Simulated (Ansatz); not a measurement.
# Step by step: formation energy of O_i in Al (fcc, Fm-3m)

This concerns the formation energy of O_i in Al (fcc, Fm-3m). Reaction: 32 Al (fcc) + 1/2 O2 (gas) → cell A.

A: a supercell of 32 sites of Al (fcc, Fm-3m) with O off the lattice sites (6 Al at 2.12 Å); spin state with PBE: run without spin.

Method: Ansatz (an electronic-structure program), PAW, neutral cells at 0 K with nuclei at rest, on structures from PBE. Ansatz runs with its default PAW set. Other levels take these structures. The lattices are those relaxed with PBE, so at other levels the solids can be strained. Larger cells are relaxed from a start prepared with the learned potential CHGNet, on a coarser mesh till forces fall under 0.03 eV/Å, which some starts already meet. A dispersion term (D3(BJ), or D4 for r2SCAN) was computed beside these levels and is taken off wherever the name lacks it. Mesh and cell size may move defect energies by 0.1 eV or more. Cell A has symmetry Pm-3m and got no random move, so less symmetric positions, which may lie lower, weren't tried.

Total energies of the cells in eV, at zero smearing width. They compare only within one column; the weights balance every element.

```tsv
cell	atoms	weight	r2SCAN
A: Al:O_i	33	+1	-17860.85816
Al (fcc)	32	−1	-17292.80347
O2 (gas)	2	−1/2	-1131.96020
```

r2SCAN: (-17860.85816) − (-17292.80347) − 1/2 × (-1131.96020) = -2.075 eV.
